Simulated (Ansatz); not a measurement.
Structures of equal composition on the (111) surface of fcc Rh: a layer of Ru in place of the second plane; a layer of Ru in place of the third plane. The slabs share one bottom face, and each structure is named by its start. These are constructed structures in small cells; real faces may alloy, dewet or reconstruct in larger ones, and not all known structures of the face are among them. Slabs of about 11 Å, Fermi-Dirac smearing of 0.1 eV. Bottom of the slabs: a bare face, its two planes held. Relaxed from the named starts with such symmetry as they have, on meshes of like density; energies extrapolated to zero smearing; spin only where a row says so; no spin-orbit coupling, no U. Brackets mark spin-polarised runs, whose order is one that fits the cell.

The numbers are results of PBE (plane waves to 420 eV, PAW; Ansatz, a quantum-chemistry and plane-wave program), not measurements.

### Question
Rank these by energy per 1x1 cell (lowest first), as PBE gives it.

### Answer
a layer of Ru in place of the second plane (0.000 eV), a layer of Ru in place of the third plane (0.097 eV)
